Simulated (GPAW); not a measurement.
Band structure of Hf (Fm-3m, 1 atom in the cell).

```
CELL_PARAMETERS angstrom
      0.00000     2.22000     2.22000
      2.22000     0.00000     2.22000
      2.22000     2.22000     0.00000
ATOMIC_POSITIONS crystal
  Hf 0.00000 0.00000 0.00000
```

Level of theory: LDA (Perdew-Wang 92), GPAW PAW datasets LDA (gpaw-data 1.0.1) (plane waves; GPAW).

Settings: mode = pw; ecut = 600 eV; xc = LDA; kpts = 13 13 13; mesh shift (steps) = 0 0 0; occupations.name = fermi-dirac; occupations.width = 0.05 eV; nbands = -9; convergence.forces = 0.001 eV/Å; symmetry.symmorphic = false; symmetry.tolerance = 0.0005; maxiter = 150; bandpath_npoints = 40.

The starting cell comes from a database of published, mostly measured structures (it also holds non-ambient and calculated ones), without a prior relaxation at this level. Spin-orbit coupling is off.

Levels in eV from the Fermi level, bands 3 to 10:
| point | 3 | 4 | 5 | 6 | 7 | 8 | 9 | 10 |
|---|---|---|---|---|---|---|---|---|
| Γ | -29.95 | -29.95 | -7.21 | 1.35 | 1.35 | 1.35 | 4.16 | 4.16 |
| X | -30.26 | -30.26 | -3.33 | -2.21 | 2.72 | 6.34 | 7.00 | 7.00 |
| W | -30.52 | -30.27 | -1.83 | -0.39 | -0.39 | 2.48 | 7.01 | 9.19 |
| K | -30.45 | -30.20 | -2.29 | -1.45 | 0.91 | 3.99 | 5.99 | 6.80 |
| L | -30.06 | -30.06 | -3.68 | 0.76 | 1.11 | 1.11 | 6.35 | 6.35 |
| U | -30.45 | -30.20 | -2.29 | -1.45 | 0.91 | 3.99 | 5.99 | 6.80 |

Bands cross the Fermi level along this path, so the cell is metallic at this level.
